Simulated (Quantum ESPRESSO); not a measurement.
A self-consistent single point of MoPd₃ (R-3m, 4 atoms in the cell) with Quantum ESPRESSO.

Method: PBEsol, GBRV 1.5 ultrasoft (PBESOL) pseudopotentials (plane waves; Quantum ESPRESSO).

```
CELL_PARAMETERS angstrom
      1.35233     0.78077     8.85423
     -1.35233     0.78077     8.85423
      0.00000    -1.56154     8.85423
ATOMIC_POSITIONS crystal
  Mo 0.00000 0.00000 0.00000
  Pd 0.25194 0.25194 0.25194
  Pd 0.74806 0.74806 0.74806
  Pd 0.50000 0.50000 0.50000
```

Reference input (self-consistent single point, DFT, PBEsol, plane waves, GBRV 1.5 ultrasoft (PBESOL) pseudopotentials): ecutwfc = 40 Ry; ecutrho = 320 Ry; occupations = smearing; smearing = gaussian; degauss = 0.0036749 Ry; potentials = {Mo: mo_pbesol_v1.uspp.F.UPF, Pd: pd_pbesol_v1.4.uspp.F.UPF}; K_POINTS = automatic 9 9 9 0 0 0; conv_thr = 1e-10 Ry. This run's input differs from it in these lines:

```diff
@@ -15,4 +15,4 @@
    occupations = 'smearing',
-   smearing = 'gaussian',
-   degauss = 0.0036749,
+   smearing = 'fermi-dirac',
+   degauss = 0.0147,
 /
```

Output, abridged:

```
     Self-consistent Calculation

     iteration #  1     ecut=    40.00 Ry     beta= 0.70

     negative rho (up, down):  2.277E-01 0.000E+00

     total energy              =    -731.99537640 Ry
     estimated scf accuracy    <       5.50998308 Ry

     iteration #  2     ecut=    40.00 Ry     beta= 0.70

     negative rho (up, down):  2.292E-01 0.000E+00

     total energy              =    -726.01411292 Ry
     estimated scf accuracy    <      80.94235225 Ry

     iteration #  3     ecut=    40.00 Ry     beta= 0.70

     negative rho (up, down):  2.325E-01 0.000E+00

     total energy              =    -732.72151273 Ry
     estimated scf accuracy    <      53.13177906 Ry

   [... 9 blocks of this kind left out ...]

     iteration # 13     ecut=    40.00 Ry     beta= 0.70

     negative rho (up, down):  2.331E-01 0.000E+00

     total energy              =    -735.29014891 Ry
     estimated scf accuracy    <          2.2E-09 Ry

     iteration # 14     ecut=    40.00 Ry     beta= 0.70

     negative rho (up, down):  2.331E-01 0.000E+00
     End of self-consistent calculation

     the Fermi energy is    21.1987 ev

!    total energy              =    -735.29014891 Ry
     estimated scf accuracy    <          4.3E-11 Ry
     smearing contrib. (-TS)   =      -0.03118862 Ry
     internal energy E=F+TS    =    -735.25896028 Ry

     convergence has been achieved in  14 iterations

     negative rho (up, down):  2.331E-01 0.000E+00

     Forces acting on atoms (cartesian axes, Ry/au):

     atom    1 type  1   force =    -0.00000000   -0.00000000    0.00000000
     atom    2 type  2   force =     0.00000000    0.00000000   -0.01235343
     atom    3 type  2   force =    -0.00000000    0.00000000    0.01235343
     atom    4 type  2   force =     0.00000000    0.00000000   -0.00000000

     Total force =     0.017470     Total SCF correction =     0.000045

     negative rho (up, down):  2.331E-01 0.000E+00
          total   stress  (Ry/bohr**3)                   (kbar)     P=      125.28
   0.00082451   0.00000000   0.00000000          121.29        0.00        0.00
   0.00000000   0.00082451   0.00000000            0.00      121.29        0.00
  -0.00000000   0.00000000   0.00090591           -0.00        0.00      133.26

   JOB DONE.
```

The run converged in 14 iterations. Against the reference run the free energy drops by 53.2 meV/atom, the pressure goes from 11.73 to 12.53 GPa and the largest force goes from 0.234 to 0.318 eV/Å.

The starting cell comes from a database of computed structures (which also holds hypothetical and non-ambient phases and stackings), without a prior relaxation at this level. Its lattice was rescaled by a random factor within 2.5 % of one. Spin polarisation is off. With a pressure of about 13 GPa the cell is away from its equilibrium volume at this level.

Cost on one core of a shared machine: roughly 10 min.
